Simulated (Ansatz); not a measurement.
A self-consistent single point of SrVO3 (R-3c, 10 atoms in the cell) with Ansatz (an electronic-structure program).

Computed with PBEsol, default PAW files made with PBE (plane waves; Ansatz).

```
CELL_PARAMETERS angstrom
      2.69717     1.55721     4.39389
     -2.69717     1.55721     4.39389
      0.00000    -3.11442     4.39389
ATOMIC_POSITIONS crystal
  Sr 0.25000 0.25000 0.25000
  Sr 0.75000 0.75000 0.75000
  V  0.00000 0.00000 0.00000
  V  0.50000 0.50000 0.50000
  O  0.77510 0.72490 0.25000
  O  0.25000 0.77510 0.72490
  O  0.72490 0.25000 0.77510
  O  0.22490 0.27510 0.75000
  O  0.75000 0.22490 0.27510
  O  0.27510 0.75000 0.22490
```
Moments meant for the start (each program seeds them in its own way; μB, in the order of the atoms Sr Sr V V O O O O O O): 0.0 0.0 2.0 2.0 0.0 0.0 0.0 0.0 0.0 0.0.

Reference input (self-consistent single point, DFT, PBE, plane waves, default PAW files): basis.ecutwfc = 420 eV; kpoints.mp_grid.grid = 6 6 6; hamiltonian.xc = pbe; hamiltonian.pseudopotentials = {kind: paw} (the program's default PAW files); magnetization.spin_polarized = true; scf.occupations.method = gaussian; scf.occupations.width = 0.1 eV. This run's input differs from it in these lines:

Ansatz 0.2 input:
```diff
@@ -22,3 +22,3 @@
 hamiltonian:
-  xc: pbe
+  xc: pbesol
   pseudopotentials: { kind: paw }
```

Log, with long lists cut:

```
SCF iter   1: F=—  HF=-16136.122787 eV  |F-HF|=—  |Δ(HF+E_count)|=         —  Δρ=7.64e-2 (↑7.64e-2 ↓5.05e-2)  dr2=3.62e0  dr2_m=3.44e0  M=0.689 μB ∫|m|=0.857 μB  β_m=0.30  ethr=3.10e-3  ⟨swp⟩=8.9  Hψ=15359  notcnv=0  defer=5
Mixer restart at iter 1: flushing history
all-band conjugate gradients solve this SCF's bands
preconditioner: auto → Kerker (q_TF=auto, 2.595 Å⁻¹)
   [... lines left out ...]
SCF iter  12: F=—  HF=-16133.368562 eV  |F-HF|=—  |Δ(HF+E_count)|=   7.19e-9  Δρ=1.20e-6 (↑1.20e-6 ↓5.32e-7)  dr2=2.68e-9  dr2_m=3.15e-10  M=0.000 μB ∫|m|=0.000 μB  β_m=1.00  ethr=8.31e-11  ⟨swp⟩=2.1  Hψ=5861  notcnv=0  defer=327
SCF iter  13: F=-16133.368562 eV  HF=-16133.368562 eV  |F-HF|=7.71e-10  |Δ(HF+E_count)|=  5.02e-10  Δρ=4.50e-7 (↑4.50e-7 ↓3.37e-7)  dr2=8.97e-10  dr2_m=4.24e-12  M=0.000 μB ∫|m|=0.000 μB  ethr=3.27e-12  ⟨swp⟩=10.4  Hψ=13307  notcnv=0
SCF 1 converged in 13 iterations: F = -16133.368562 eV  dr2 = 8.97e-10
WARN: the starting moments were not kept: the SCF closed with an absolute magnetisation of 2.7e-5 μB, where they sum to 4 μB in size (2 sites) …
Magnetization: 0.0000 μB (41.0000 up, 41.0000 down)
   [... lines left out ...]
Absolute magnetization: 0.0000 μB (∫|ρ↑−ρ↓|, with the PAW one-centre terms)
Free energy (F): -16133.368562 eV
Fermi energy:    12.799136 eV
   [... lines left out ...]
  atom  10  O     -0.08432831    -0.14606092    -0.00000001
--- Stress (GPa, compression-positive) ---
       -0.254463       0.000000       0.000000
        0.000000      -0.254463       0.000000
       -0.000000       0.000000      -0.554192
  P = ⅓ Tr σ = -0.3544 GPa (-3.544 kbar)
  The stress holds the Pulay correction. Without it, at fixed plane waves, as pw.x and ABINIT print it: P = -1.0797 GPa
```

The run converged in 13 iterations. Against the reference run the pressure goes from 7.07 to -0.35 GPa and the largest force goes from 0.157 to 0.169 eV/Å.

The starting cell was generated: these elements placed on a structure prototype, without a prior relaxation; it need not be a known phase or ordering of this composition. The starting moments vanished: the run ended non-magnetic, which need not be the lowest state. The program warned that a starting moment was not kept. Ansatz's pressure includes its estimate of the finite-basis (Pulay) stress. Without the estimate this run gives -1.08 GPa.

Cost on one core of a shared machine: roughly 30 s.
